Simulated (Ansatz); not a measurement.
MgS (model structure, started from the BN type, Pm-3n, No. 223, 12 atoms in the cell), treated with r²SCAN (Ansatz, a program for electronic structure, plane waves, PAW).

Run with plane-wave cutoff 560 eV, 6×6×6 k mesh, Fermi–Dirac smearing 0.01 eV, scalar-relativistic PAW data made under PBE.

Cell (relaxed at this level):

```yaml
crystal:
  lattice:
    - [6.94434, 0.00000, 0.00000]
    - [0.00000, 6.94434, 0.00000]
    - [0.00000, 0.00000, 6.94434]
  atoms:
    - { symbol: Mg, position: [0.25000, 0.00000, 0.50000] }
    - { symbol: Mg, position: [0.50000, 0.25000, 0.00000] }
    - { symbol: Mg, position: [0.50000, 0.75000, 0.00000] }
    - { symbol: Mg, position: [0.75000, 0.00000, 0.50000] }
    - { symbol: Mg, position: [0.00000, 0.50000, 0.75000] }
    - { symbol: Mg, position: [0.00000, 0.50000, 0.25000] }
    - { symbol: S, position: [0.25000, 0.50000, 0.00000] }
    - { symbol: S, position: [0.00000, 0.25000, 0.50000] }
    - { symbol: S, position: [0.00000, 0.75000, 0.50000] }
    - { symbol: S, position: [0.75000, 0.50000, 0.00000] }
    - { symbol: S, position: [0.50000, 0.00000, 0.75000] }
    - { symbol: S, position: [0.50000, 0.00000, 0.25000] }
```

Question: Predict the band gap.

Answer: 
* **band gap**: 3.57 eV (direct)

Note: the relaxation could raise the start's symmetry but not lower it, so the cell can be a saddle point.

Static lattice: no zero-point or thermal effects.

Cost on a shared machine: roughly 50 core-seconds.

A model structure was made by putting elements into a prototype or built by hand; it is no filed structure, need not be a known phase, and can be a saddle point held by its symmetry.
